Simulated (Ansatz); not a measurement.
Ansatz (a first-principles code) run on SnSe (P4/nmm, 4 atoms in the cell): self-consistent single point

Computed with LDA (PW92), default PAW files made with PBE (plane waves; Ansatz).

Input:

Ansatz 0.2 input:
```yaml
# SnSe
crystal:
  lattice:
    - [4.29818600, 0.00000000, 0.00000000]
    - [0.00000000, 4.29818600, 0.00000000]
    - [0.00000000, 0.00000000, 11.02366200]
  atoms:
    - { symbol: Sn, position_ang: [2.14909300, 0.00000000, 4.10333771] }
    - { symbol: Sn, position_ang: [0.00000000, 2.14909300, 6.92032429] }
    - { symbol: Se, position_ang: [2.14909300, 0.00000000, 6.79101674] }
    - { symbol: Se, position_ang: [0.00000000, 2.14909300, 4.23264526] }
basis:
  ecutwfc: 420.0
kpoints:
  mp_grid: { grid: [6, 6, 3] }
hamiltonian:
  xc: lda
  pseudopotentials: { kind: paw }
scf:
  occupations: { method: fermi_dirac, width: 0.05 }
output:
  forces: true
  eigenvalues: true
  stress: true
```

The program printed (abridged):

```
WARN ansatz: RAYON_NUM_THREADS=1 ignored (pool sized by the plan → 1); use --threads N
Pseudopotentials: kind: paw
Pseudopotential: Sn, paw, valence charge 14
Pseudopotential: Se, paw, valence charge 16
Crystal: 4 atoms, lattice volume = 203.656 Å³
Basis set: ecut = 420 eV, 3965 PW (Γ)
Bands: 36, of which v1, the nominal top of the filled ones, is band 30 counted from 1 (29 counted from 0)
Symmetry: 16 space group operations
Space group: P4/nmm (ITA 129), of the structure as read, at distance tolerance 5.9e-5 Å
k-points: 20 of 108
PAW frozen core: Sn, regenerated for the run's functional, and the local potential with it
PAW frozen core: Se, regenerated for the run's functional, and the local potential with it
Initial density: superposition of atomic densities (neutral atoms: chi_scale 0, normalization atom), corrected by the library's trained network
Initial wavefunctions: pseudopotential atomic-orbital guess
Eigensolver: davidson
Functional: x = slater, c = lda
SCF iter   1: F=—  HF=-22526.727821 eV  |F-HF|=—  |Δ(HF+E_count)|=         —  Δρ=3.92e-3  dr2=2.91e-2  ethr=1.77e-3  ⟨swp⟩=7.2  Hψ=3044  notcnv=0
all-band conjugate gradients solve this SCF's bands
preconditioner: auto → Resta (q_TF=auto, 2.226 Å⁻¹)
SCF iter   2: F=—  HF=-22526.716914 eV  |F-HF|=—  |Δ(HF+E_count)|=   1.09e-2  Δρ=1.86e-3  dr2=5.11e-3  ethr=4.85e-5  ⟨swp⟩=2.2  Hψ=1119  notcnv=0  defer=17
SCF iter   3: F=—  HF=-22526.715678 eV  |F-HF|=—  |Δ(HF+E_count)|=   1.24e-3  Δρ=3.54e-4  dr2=5.81e-4  ethr=8.52e-6  ⟨swp⟩=2.0  Hψ=1132  notcnv=0  defer=17
SCF iter   4: F=—  HF=-22526.715526 eV  |F-HF|=—  |Δ(HF+E_count)|=   1.52e-4  Δρ=1.17e-4  dr2=3.49e-5  ethr=9.69e-7  ⟨swp⟩=2.1  Hψ=1073  notcnv=0  defer=17
SCF iter   5: F=—  HF=-22526.715485 eV  |F-HF|=—  |Δ(HF+E_count)|=   4.07e-5  Δρ=3.38e-5  dr2=4.31e-6  ethr=5.82e-8  ⟨swp⟩=2.0  Hψ=1106  notcnv=0  defer=17
SCF iter   6: F=—  HF=-22526.715484 eV  |F-HF|=—  |Δ(HF+E_count)|=   1.54e-6  Δρ=1.26e-5  dr2=3.52e-7  ethr=7.19e-9  ⟨swp⟩=2.0  Hψ=1302  notcnv=0  defer=17
SCF iter   7: F=-22526.715484 eV  HF=-22526.715484 eV  |F-HF|=3.49e-8  |Δ(HF+E_count)|=   4.06e-8  Δρ=5.79e-6  dr2=5.62e-8  ethr=1.67e-10  ⟨swp⟩=9.3  Hψ=3282  notcnv=0
SCF 1 converged in 7 iterations: F = -22526.715484 eV  dr2 = 5.62e-8
SCF converged after 7 iterations
Free energy (F): -22526.715484 eV
Harris-Foulkes:  -22526.715484 eV  (|F-HF|=3.49e-8)
Internal energy: -22526.715484 eV  (E = F + TS)
E sigma→0 (E₀):  -22526.715484 eV
Entropy (-TS):   -0.000000 eV (-0.000 meV/atom)
Fermi energy:    2.824926 eV
--- Per-component energies (eV) ---
  E_band       = -1332.563948
  E_kinetic    = 609.457655
  E_local      = -16472.082028  (includes V_loc(G=0)·N_el)
  E_nonlocal   = -1235.353239
  E_hartree    = 8215.872873
  E_xc         = -965.280738
  E_vxc        = -393.627199  (∫ρ·V_xc dr)
  E_paw        = -11637.142241  (= ΣΔE_a)
  E_vpaw       = -272.695170  (= ΣTr[D̂ρ^β])
  E_aug_tail   = -0.001235  (compensation charges beyond the density's cutoff)
  E_ewald      = -1047.471052
  E_core_change = 5.284521  (= ΣΔE_core)
  E_smearing   = -0.000000  (= −TS)
  E_closure    = -0.000000  (closes the sum)
  Σ components = -22526.715484   (vs F -22526.715484, Δ=0.00e0)
--- Forces (eV/Å), atoms counted from 1 ---
  atom   1  Sn    -0.00000000     0.00000000     0.30199653
  atom   2  Sn     0.00000000     0.00000000    -0.30199653
  atom   3  Se     0.00000000     0.00000000    -0.08801028
  atom   4  Se    -0.00000000     0.00000000     0.08801028
  max |Σ_I F_I| component: 3.39e-21 eV/Å
--- Stress (GPa, compression-positive) ---
       -2.002543      -0.000000      -0.000000
       -0.000000      -2.002543      -0.000000
       -0.000000      -0.000000      -0.848870
  P = ⅓ Tr σ = -1.6180 GPa (-16.180 kbar)
  The stress holds the Pulay correction. Without it, at fixed plane waves, as pw.x and ABINIT print it: P = -1.6344 GPa
--- Band table (eV; the first three rows and the last of 20) ---
  k-point 0: bands = ["-45.0112", "-45.0111", "-45.0093", "-45.0092", "-45.0053", "-45.0052", "-45.0037", "-45.0037", "-45.0035", "-45.0035", "-18.8225", "-18.8171", "-18.8171", "-18.8170", "-18.8103", "-18.7896", "-18.7826", "-18.7826", "-18.7690", [...]
  k-point 1: bands = ["-45.0112", "-45.0111", "-45.0093", "-45.0092", "-45.0053", "-45.0052", "-45.0037", "-45.0037", "-45.0035", "-45.0035", "-18.8225", "-18.8171", "-18.8171", "-18.8170", "-18.8103", "-18.7896", "-18.7826", "-18.7826", "-18.7690", [...]
  k-point 2: bands = ["-45.0112", "-45.0111", "-45.0093", "-45.0092", "-45.0053", "-45.0052", "-45.0037", "-45.0037", "-45.0035", "-45.0035", "-18.8202", "-18.8186", "-18.8153", "-18.8134", "-18.8129", "-18.7899", "-18.7824", "-18.7812", "-18.7706", [...]
  k-point 19: bands = ["-45.0112", "-45.0112", "-45.0091", "-45.0091", "-45.0052", "-45.0052", "-45.0037", "-45.0037", "-45.0035", "-45.0035", "-18.8381", "-18.8381", "-18.8010", "-18.8010", "-18.7879", "-18.7879", "-18.7879", "-18.7879", [...]
```

The run converged in 7 iterations.

The starting cell comes from a database of computed structures (which also holds hypothetical and non-ambient phases and stackings), without a prior relaxation at this level. Its lattice was rescaled by up to half a per cent. Ansatz's pressure includes its estimate of the finite-basis (Pulay) stress.
